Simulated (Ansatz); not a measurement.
Results of r²SCAN+rVV10 (PAW; Ansatz, an electronic-structure program) for V2O5 (C2/m, No. 12, 7 atoms in the cell; start mp-720166).

Settings: plane-wave cutoff 500 eV, 14×14×8 k mesh (along the axes of the cell as run), Fermi–Dirac smearing 0.05 eV, no spin polarisation, scalar-relativistic PAW data made under PBE.

Cell (relaxed at this level):

```
V2O5
1.0
    5.51218    -1.43099     0.11856
    5.51218     1.43099     0.11856
   -0.54991     0.00000     5.13608
V O
2 5
Direct
  0.14235   0.14235   0.36124
  0.85765   0.85765   0.63876
  0.00000   0.00000   0.50000
  0.61658   0.61658   0.15906
  0.38342   0.38342   0.84094
  0.30854   0.30854   0.36746
  0.69146   0.69146   0.63254
```

Q: Predict the band gap.

A: 
* **band gap**: 1.63 eV (on the SCF k mesh)

Note: the relaxation could not lower the start's symmetry, so the cell can be a saddle point above a distorted one.

The computed numbers hold no vibrational or temperature effects.

Computing time: roughly 20 core-minutes.

A start named mp-… is a Materials Project structure, which need not be a measured phase.
